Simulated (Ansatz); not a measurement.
**HfGe (model structure, started from the TiAs type, P6₃/mmc, No. 194, 8 atoms in the cell): enthalpy of formation by level of theory**

No measured value is used here.

```tsv
level (code)	value (eV/atom)
PBE (Ansatz)	-0.547
PBEsol (Ansatz)	-0.599
PBE-D3(BJ) (Ansatz)	?
```

### Question
Complete the blanks.

### Answer

- PBE-D3(BJ) (Ansatz, a program for electronic structure), value (eV/atom): -0.590

Density-functional levels without +SOC have no spin–orbit coupling, which shifts binding energies of heavy elements. Each level is taken at its own relaxed cell. Ansatz's density-functional and Hartree–Fock values are scalar-relativistic unless marked +SOC, with PAW data made under PBE.

A model structure was made by putting elements into a prototype or built by hand; it is no filed structure, need not be a known phase, and can be a saddle point held by its symmetry.
